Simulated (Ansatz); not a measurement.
InSb under a change: biaxial strain +2.50 %, plane normal [001], relaxed out of plane

Base system: InSb in the zinc blende structure (space group F-43m, No. 216; a = 6.4497 Å). Axes: x, y, z lie along the cube axes.

One thing is altered: biaxial strain +2.50 %, plane normal [001], relaxed out of plane (Cartesian); in-plane vectors clamped, the third vector and the atoms free.

All numbers come from Kohn–Sham DFT with the LDA functional, run in Ansatz (an electronic-structure program) with PAW and 420 eV plane waves, no spin-orbit coupling. Settings: 13×13×13 k-points, 0.05 eV Fermi–Dirac smearing.

```json
[
 {"quantity": "space group", "base": "F-43m (No. 216)", "changed": "I-4m2 (No. 119)", "shift": "–"},
 {"quantity": "shortest interatomic distance", "base": "5.278 bohr", "changed": "5.317 bohr", "shift": "+0.0396 bohr"},
 {"quantity": "energy relative to the base (free energy F)", "base": "0 meV/atom", "changed": "+7.7 meV/atom", "shift": "+7.7 meV/atom"},
 {"quantity": "pressure (mean of the normal stresses, compression positive)", "base": "0.0 GPa", "changed": "-0.9 GPa", "shift": "-0.9 GPa"},
 {"quantity": "band gap (uncertain: the edges found look like a band crossing or inverted bands; the changed cell)", "base": "zero", "changed": "0.08 eV", "shift": "–"},
 {"quantity": "out-of-plane strain (rough)", "base": "–", "changed": "-2.84 %", "shift": "–"},
 {"quantity": "mean in-plane stress (compression positive) (rough)", "base": "–", "changed": "-1.4 GPa", "shift": "–"}
]
```

Final structure (turned so that z lies along the plane normal):

```
CELL_PARAMETERS angstrom
      4.67464     0.00000     0.00000
      0.00000     4.67464     0.00000
      2.33732    -2.33732     3.13321
ATOMIC_POSITIONS crystal
  In 0.00000 0.00000 0.00000
  Sb 0.75000 0.75000 0.50000
```

Without a gap, meshes like the base's 13×13×13 leave anisotropic stresses uncertain by several tenths of a GPa, and small strain energies with them. With Sb present, leaving out spin-orbit coupling can change the band edges. Whether these cells are dynamically stable was not tested. All final runs are without spin polarisation. The zero or small gap of InSb can change with the level of theory.
